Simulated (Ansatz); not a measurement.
Start from Ag in the fcc (Cu type) structure (space group Fm-3m, No. 225; relaxed with 0.1 eV smearing).

```yaml
crystal:
  lattice:
    - [0.00000, 2.05214, 2.05214]
    - [2.05214, 0.00000, 2.05214]
    - [2.05214, 2.05214, 0.00000]
  atoms:
    - { symbol: Ag, position: [0.00000, 0.00000, 0.00000] }
```

Cartesian axes are those of the cell as printed.

Calculations: DFT with r2SCAN, PAW potentials and a 500 eV plane-wave cutoff in Ansatz (an electronic-structure program), no spin-orbit coupling.

For the base:

| Quantity | Value |
|---|---|
| Pressure | 0.0 GPa |

One thing is altered: tensile biaxial strain of 2.08 % in the plane normal to [111], as in epitaxy on a mismatched substrate; the out-of-plane cell vector and the atoms relax.

Question: What happens to the pressure and energy relative to the base?

Answer: The pressure (mean of the normal stresses, compression positive) goes from zero to -2.0 GPa; the energy grows by 7.1 meV/atom.

No phonon test of stability was made.
